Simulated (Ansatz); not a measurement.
The starting structures come from a database of crystals and need not be the phases stable at ambient conditions.

 Where the default PAW files enter, the runs use the earlier of Ansatz's two default sets.

Crystal: ZnF2 (P4_2/mnm, rutile, not sure to be the ambient phase, 6 atoms a cell, 11.5 Å³ an atom); planes in its conventional cell.

All values below come from r2SCAN (plane waves, PAW; Ansatz, a program for electronic structure).

No gap correction and no spin-orbit coupling; mid-gap values are interpolated between computed energies.

```json
[
 {"plane": "(110)", "area of the cell (Å²)": "20.8", "mid-gap κ (1/Å)": "0.45", "largest κ in the gap (1/Å)": "0.50"},
 {"plane": "(100)", "area of the cell (Å²)": "14.7", "mid-gap κ (1/Å)": "(withheld)", "largest κ in the gap (1/Å)": "0.50"},
 {"plane": "(111)", "area of the cell (Å²)": "30.4", "mid-gap κ (1/Å)": "(withheld)", "largest κ in the gap (1/Å)": "(withheld)"},
 {"plane": "(001)", "area of the cell (Å²)": "22.1", "mid-gap κ (1/Å)": "(withheld)", "largest κ in the gap (1/Å)": "(withheld)"}
]
```

Task: The slowest decay depends on the direction. Supply the withheld values.

Result: 
- (100), mid-gap κ (1/Å): 0.43
- (111), mid-gap κ (1/Å): 0.43
- (111), largest κ in the gap (1/Å): 0.49
- (001), mid-gap κ (1/Å): 0.42
- (001), largest κ in the gap (1/Å): 0.46
